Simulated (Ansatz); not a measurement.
For AlP (model structure, started from the BN type, Pm-3n, No. 223, 12 atoms in the cell), LDA (plane waves, PAW; Ansatz, a quantum-chemistry and plane-wave program) gives:

- lattice constant a = 6.680 Å
- cohesive energy = 4.61 eV/atom

Problem. What does PBE-D3(BJ) in Ansatz (PAW) give for the same quantities?

Solution. 
- lattice constant a: 6.712 Å (rises by 0.5 %)
- cohesive energy: 4.16 eV/atom (shrinks by 0.45 eV/atom)

Changes are worked out from the printed values.

Unless a cell is named, each level is at its own relaxed cell (LDA 24.84, PBE-D3(BJ) 25.20 Å³/atom).

Ansatz's density-functional and Hartree–Fock values are scalar-relativistic unless marked +SOC, with PAW data made under PBE.

A model structure was made by putting elements into a prototype or built by hand; it is no filed structure, need not be a known phase, and can be a saddle point held by its symmetry.
